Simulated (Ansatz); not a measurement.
Density of states of CsLuS2 (P6_3/mmc) below the valence band maximum, PBEsol, rigid bands (Ansatz, a first-principles code); cell volume 213.2 Å³.

```tsv
energy from edge (eV)	10⁻³ states/eV/cell
0.006	958
0.031	1720
0.056	1950
0.081	2140
0.106	2300
0.131	2450
0.156	2630
0.181	2810
0.206	3020
0.231	3240
0.256	3520
0.281	3870
0.319	4710
0.344	6790
0.369	7000
0.394	6480
0.419	6230
0.444	5840
0.469	5590
0.494	5480
0.519	5450
0.544	5740
0.569	5980
0.594	6360
```

Task: What effective density of states at 300 K does this give (∫ g(E) exp(−E/k_BT) dE, both spins, divided by the cell's size)?

Result: 1.7e20 cm⁻³, a density-of-states mass of 3.6 mₑ, valleys and band degeneracy included.

Spin-orbit coupling is left out; where it splits the top of the valence band, N_v and the p-type Seebeck coefficient come out somewhat high without it. Geometry: cell and atoms relaxed with PBEsol.

Computed structure with no diffraction record at hand here (it may be known, metastable or hypothetical): CsLuS2 (P6_3/mmc).
